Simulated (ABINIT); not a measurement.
A self-consistent single point of ScAg₂ (I4mm, 3 atoms in the cell) with ABINIT.

Method of the run: PBEsol, norm-conserving pseudopotentials (PseudoDojo nc-sr-04 PBEsol standard) (plane waves; ABINIT 10.0.3).

The change in words: lattice scaled by 0.98. Reference geometry:
```
ScAg2
1.0
   -1.77444     1.77444     4.47660
    1.77444    -1.77444     4.47660
    1.77444     1.77444    -4.47660
Sc Ag
1 2
Direct
  0.00558   0.00558   0.00000
  0.66664   0.66664   0.00000
  0.33336   0.33336   0.00000
```

Reference input (self-consistent single point, DFT, PBEsol, plane waves, norm-conserving pseudopotentials (PseudoDojo nc-sr-04 PBEsol standard)): pseudos = [Sc.upf, Ag.upf]; ecut = 41 Ha; occopt = 3; tsmear = 0.00367493 Ha; ngkpt = 6 6 6; nshiftk = 1; shiftk = 0 0 0; potentials = PseudoDojo nc-sr-04 PBEsol standard; nband = 33; kptopt = 1; nstep = 60; tolvrs = 1e-12. This run's input differs from it in these lines:

```diff
@@ -3,7 +3,7 @@
 pseudos "Sc.upf, Ag.upf"
-acell 9.6980333950 9.6980333950 9.6980333950
+acell 9.5040723873 9.5040723873 9.5040723873
 rprim
-        -0.3457608176    0.3457608176    0.8722951989
-         0.3457608176   -0.3457608176    0.8722951989
-         0.3457608176    0.3457608176   -0.8722951989
+        -0.3457607782    0.3457607782    0.8722952301
+         0.3457607782   -0.3457607782    0.8722952301
+         0.3457607782    0.3457607782   -0.8722952301
 natom 3
```

Output (repeated stretches shortened):

```
--- !BeginCycle
solver: {iscf: 7, nstep: 60, nline: 4, wfoptalg: 0, }
tolerances: {tolvrs: 1.00E-12, }
...

     iter   Etot(hartree)      deltaE(h)  residm     vres2
 ETOT  1  -357.64718654648    -3.576E+02 2.428E-01 4.141E+03
 ETOT  2  -357.72126640846    -7.408E-02 2.286E-02 6.864E+03
 ETOT  3  -358.15372403103    -4.325E-01 1.486E-02 1.248E+02
 ETOT  4  -358.15903185512    -5.308E-03 7.165E-03 1.242E+01
 ETOT  5  -358.15979128808    -7.594E-04 3.189E-03 3.975E-01
   [... 5 lines left out ...]
 ETOT 11  -358.15981258939     1.796E-11 4.075E-04 4.358E-10
 ETOT 12  -358.15981258942    -2.774E-11 3.967E-04 1.343E-11
 ETOT 13  -358.15981258941     9.209E-12 4.901E-04 2.890E-12
 ETOT 14  -358.15981258942    -1.398E-11 5.576E-04 5.465E-15
 At SCF step   14       vres2   =  5.46E-15 < tolvrs=  1.00E-12 =>converged.

 Cartesian components of stress tensor (hartree/bohr^3)
  sigma(1 1)= -8.07737773E-05  sigma(3 2)=  0.00000000E+00
  sigma(2 2)= -8.07737773E-05  sigma(3 1)=  0.00000000E+00
  sigma(3 3)= -6.01444764E-05  sigma(2 1)=  0.00000000E+00

 ----iterations are completed or convergence reached----

 reduced coordinates (array xred) for    3 atoms
       0.005585000000      0.005585000000      0.000000000000
       0.666640000000      0.666640000000      0.000000000000
       0.333360000000      0.333360000000      0.000000000000
 cartesian forces (eV/Angstrom) at end:
    1     -0.00000000000000    -0.00000000000000    -0.34404266581517
    2     -0.00000000000000    -0.00000000000000     0.19816064571158
   [... lines left out ...]
 Fermi (or HOMO) energy (hartree) =   0.39093   Average Vxc (hartree)=  -0.45323
 Fermi (or HOMO) energy (eV) =  10.63765   Average Vxc (eV)= -12.33304
   [... lines left out ...]
total_energy        : -3.58159812589425E+02
total_energy_eV     : -9.74602414359650E+03
band_energy         : -3.31271398302269E+01
...

-Cartesian components of stress tensor (GPa)         [Pressure=  2.1741E+00 GPa]
- sigma(1 1)= -2.37644618E+00  sigma(3 2)=  0.00000000E+00
- sigma(2 2)= -2.37644618E+00  sigma(3 1)=  0.00000000E+00
- sigma(3 3)= -1.76951129E+00  sigma(2 1)=  0.00000000E+00

 Calculation completed.
```

The run converged in 14 iterations. Against the reference run the free energy falls by 6.2 meV/atom, the pressure goes from -3.85 to 2.17 GPa and the largest force goes from 0.276 to 0.344 eV/Å.

The starting cell comes from a database of computed structures (which also holds hypothetical and non-ambient phases and stackings), without a prior relaxation at this level. Its lattice was rescaled by up to half a per cent. One atom was moved a little off its site on purpose. For this run, on top of that: lattice scaled by 0.98.

Cost on one core of a shared machine: roughly 6 min.
